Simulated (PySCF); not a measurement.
PySCF 2.14.0, unrestricted HF/def2-svp, df: Fe(Cl)2(NH3)2 ([NH3]->[Fe](<-[NH3])([Cl])[Cl]), charge 0, multiplicity 5, 11 atoms. The geometry is a generated start, not checked to be a minimum at this level.

```json
{
 "task": "energy",
 "method": "hf",
 "basis": "def2-svp",
 "two_electron_scheme": "density fitting",
 "mol.max_memory": "16000 MB",
 "mf.max_cycle": "100",
 "mf.init_guess": "minao (default)",
 "mf.conv_tol": "1e-09 (default)",
 "basis_functions": "125"
}
```

Settings of this run: mf.DIIS = EDIIS, mf.diis_space = 8, mf.level_shift = 0, mf.damp = 0, mf.diis_start_cycle = 1, mf.diis = true, newton = off; 16 threads, 1 BLAS thread.

| cycle | E (Hartree) | norm of g | norm of ddm |
|---|---|---|---|
| 2 | -2246.5123857853 | 7.64 | 16.4 |
| 3 | -2277.76823836864 | 3.09 | 12.9 |
| 4 | -2278.42529788223 | 2.82 | 1.69 |
| 5 | -2278.42529788935 | 2.82 | 6e-09 |
| 6 | -2278.42529806843 | 2.82 | 1.51e-07 |
| 7 | -2278.42529787691 | 2.82 | 1.61e-07 |
| 8 | -2278.42529785712 | 2.82 | 1.67e-08 |
| 9 | -2278.42529781111 | 2.82 | 3.88e-08 |
| 10 | -2278.4252978974 | 2.82 | 7.27e-08 |
| 11 | -2239.52367037123 | 7.27 | 14.5 |
| 12 | -2277.57953258862 | 3.07 | 13.8 |
| 13 | -2277.77870506347 | 2.98 | 1.23 |
| 14 | -2277.77870506266 | 2.98 | 5.76e-10 |
| 15 | -2277.7787050573 | 2.98 | 3.77e-09 |
| … | … | … | … |
| 51 | -2277.26430468232 | 3.16 | 6.06e-08 |
| 52 | -2277.26430467082 | 3.16 | 7.91e-09 |
| 53 | -2277.26430467889 | 3.16 | 5.52e-09 |
| 54 | -2277.26430467951 | 3.16 | 1.3e-09 |
| 55 | -2277.26639774838 | 3.15 | 0.108 |
| 56 | -2233.18818108545 | 7.06 | 13.5 |
| 57 | -2277.27077893235 | 3.16 | 13.5 |
| 58 | -2277.27077902473 | 3.16 | 6.05e-08 |
| … | … | … | … |
| 93 | -2277.2815596517 | 3.16 | 13.5 |
| 94 | -2277.28155968647 | 3.16 | 2.31e-08 |
| 95 | -2277.28155995886 | 3.16 | 1.79e-07 |
| 96 | -2277.28281553424 | 3.16 | 0.0587 |
| 97 | -2277.28281597008 | 3.16 | 2.86e-07 |
| 98 | -2277.28281582592 | 3.16 | 9.47e-08 |
| 99 | -2277.28273699514 | 3.16 | 0.0022 |
| 100 | -2277.28286198031 | 3.16 | 0.0027 |

The run ended without SCF convergence in 100 cycles.

**Question.** What should be changed so that self-consistency is reached?

**Answer.** This is not unique; one that fits is mf.DIIS = CDIIS (default) (42 Fock builds (products with the orbital Hessian counted alike)), all else kept. The other changes of this size gave: mf.DIIS = ADIIS (not converged).
